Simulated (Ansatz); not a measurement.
Levels about the gap of amorphous Si$_{24}$O$_{48}$H$_{2}$ (74 atoms in a cell of 1108 Å³, 2.16 g/cm³; zone centre alone, so wide bands show as single levels with stretches between that a denser mesh fills), at the geometry that PBE relaxed, where it gives -1.3 GPa on a denser mesh. The participation number counts the atoms over which a state spreads; weights are charges in smoothed Voronoi cells. The levels come from a single point, so bond lengths are those of that geometry. Method of the levels: PBE, scalar-relativistic without spin-orbit coupling (Ansatz, a program for electronic structure). Sampling: the zone centre alone; Fermi-Dirac width 0.02 eV; no spin polarisation. The usual formal charges leave 2 electrons over, so the level spacing at the Fermi energy parts defect or band states and needn't be the band gap. At PBE the levels at the filled edge of the gap are localised (band-tail or defect states), and the nearest spread-out levels lie 5.1 eV apart at the zone centre.

It comes from a melt-quench run on a machine-learned potential (CHGNet), relaxed afterwards by DFT. O atoms were pushed apart under 1.9 Å during the dynamics, to hinder bonds among them. The hot cell started wider than the set density and was brought back towards it in steps. It is the lowest in DFT energy of 2 quenches. It is a model cell: composition and starting density were chosen by hand, and all elements were melted together. No dispersion term was used. A short ab initio anneal came between quench and relaxation. Its density started from a set value of 2.16 and ended at 2.16 g/cm³. Cooling (nominally 390 K/ps over its main leg) ran many orders faster than in experiment, which tends to leave more defects and strain. One small periodic cell is one sample of the glass; other quenches scatter about these values. The volume was held where the preparation left it and the shape relaxed, at a PBE pressure of -1.3 GPa (tension). Stress components on the final sampling reach 2.5 GPa. On a 2×2×2 Γ-centred mesh force components of up to 0.18 eV/Å stay, since the relaxation ran on the zone centre alone. Cycles of charging lowered its energy after that relaxation.

```tsv
E - E(highest filled), eV	filling	participation number	largest on	weight O	weight Si	weight H
-3.41	filled	13.6	O, 2 neighbours	0.96	0.04	0.00
-3.33	filled	12.6	O, 2 neighbours	0.96	0.04	0.00
-3.26	filled	10.3	O, 2 neighbours	0.95	0.04	0.00
-3.16	filled	9.2	O, 2 neighbours	0.94	0.05	0.01
-2.91	filled	4.3	O, 2 neighbours	0.95	0.05	0.00
-2.64	filled	2.0	O, 2 neighbours	0.89	0.04	0.07
0.00	filled	5.1	Si, 3 neighbours	0.40	0.38	0.22
1.67	empty	29.5	Si, 4 neighbours	0.62	0.34	0.04
2.89	empty	31.5	Si, 4 neighbours	0.61	0.38	0.01
3.28	empty	9.2	Si, 4 neighbours	0.49	0.49	0.02
3.46	empty	34.8	Si, 4 neighbours	0.64	0.34	0.03
3.75	empty	45.4	O, 2 neighbours	0.67	0.29	0.04
3.81	empty	47.0	Si, 4 neighbours	0.66	0.29	0.04
3.86	empty	45.6	O, 2 neighbours	0.69	0.30	0.01
```

Most localised among these is the filled level at -2.64 eV, on a O atom, which has 2 neighbours (H 1.07 Å, Si 1.60 Å).
